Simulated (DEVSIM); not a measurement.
Structure: illuminated Si p-on-n cell, one wavelength, at 300 K.

Layer 1 from the left is Si, thickness (μm) 0.600, Na (cm⁻³) 1.2e18, τn (s) 4.2e-6, τp (s) 2.3e-6, absorption coefficient (cm⁻¹) 2200. Layer 2 from the left is Si, thickness (μm) 100, Nd (cm⁻³) 9.2e16, τn (s) 9.7e-5, τp (s) 9.7e-5, absorption coefficient (cm⁻¹) 2200.

Left contact: ohmic, minority electron recombination velocity 2e5 cm/s. Right contact: ohmic, minority hole recombination velocity 4000 cm/s. Voltage is applied to the left contact. Recombination: SRH at mid-gap, radiative, Auger. Gap narrowing is on: ΔEg = 6.92 meV × (l + √(l² + 0.5)), l = ln(N/1.3e17 cm⁻³), shared equally by both band edges. Light enters at the left, 7e17 photons cm⁻² s⁻¹, one pass, no reflection. Mobility is μmin + (μ − μmin)/(1 + (N/Nref)^α).

This is a model device: material constants are rounded textbook-type values typed into the input, and sizes, dopings and lifetimes were drawn at random. Values at 300 K.

Si: gap (eV) 1.124, affinity (eV) 4.05, permittivity 11.7, Nc (cm⁻³) 2.86e19, Nv (cm⁻³) 3.1e19, μn (cm²/Vs) 1417, μp (cm²/Vs) 470, μn,min 52, μp,min 45, Nref,n 9.7e16, Nref,p 2.2e17, αn 0.68, αp 0.72, B (cm³/s) 4.7e-15, Cn (cm⁶/s) 2.8e-31, Cp (cm⁶/s) 9.9e-32.

Simulated with DEVSIM: 1D drift-diffusion, Boltzmann statistics, complete ionisation; no tunnelling, impact ionisation, image-force lowering or self-heating.

Dark forward current:

```tsv
|V| (V)	|J| (A/cm²)
0.05	3.750e-11
0.10	2.357e-10
0.15	1.458e-9
0.20	9.514e-9
0.25	6.415e-8
0.30	4.390e-7
0.35	3.023e-6
0.40	2.087e-5
0.45	0.0001442
0.50	0.0009969
0.55	0.006891
0.60	0.04758
0.65	0.3260
0.70	2.124
0.75	11.06
0.80	36.69
0.85	83.68
0.90	154.5
0.95	252.1
1.00	378.6
1.05	535.9
1.10	725.0
1.15	946.8
1.20	1202
1.25	1490
1.30	1811
```

Work out the local ideality factor n = ΔV / (kT/q · ln(J2/J1)) between the rows 0.15 and 0.20 V, 0.45 and 0.50 V, 1.25 and 1.30 V.

kT/q = 25.85 mV. From 0.15 to 0.20 V: ln(9.514e-9/1.458e-9) = 1.876, n = 1.03, near the 1 of diffusion or emission over a barrier. From 0.45 to 0.50 V: ln(0.0009969/0.0001442) = 1.933, n = 1.00, near the 1 of diffusion or emission over a barrier. From 1.25 to 1.30 V: ln(1811/1490) = 0.195, n = 9.91.

What current could the absorbed light give at most, and what share is collected?

Σ αd = 22.1, so qΦ(1 − exp(−Σ αd)) = 112 mA/cm². The simulated short-circuit current is 103.9 mA/cm², a share of 0.93.

Estimate the open-circuit voltage by superposition: the voltage at which the dark current equals that short-circuit current.

Interpolating ln J in the table gives 0.620 V. The simulation gives 0.620 V, the same within the digits that matter. Superposition holds where collection doesn't change with voltage.

Estimate the fill factor from FF0 = (v − ln(v + 0.72))/(v + 1), v = qVoc/(nkT), with n from the dark curve.

The rows about Voc, 0.60 and 0.65 V, give n = 1.01, so v = 23.9 and FF0 = 0.831. The simulation gives 0.831, the same within the digits that matter.
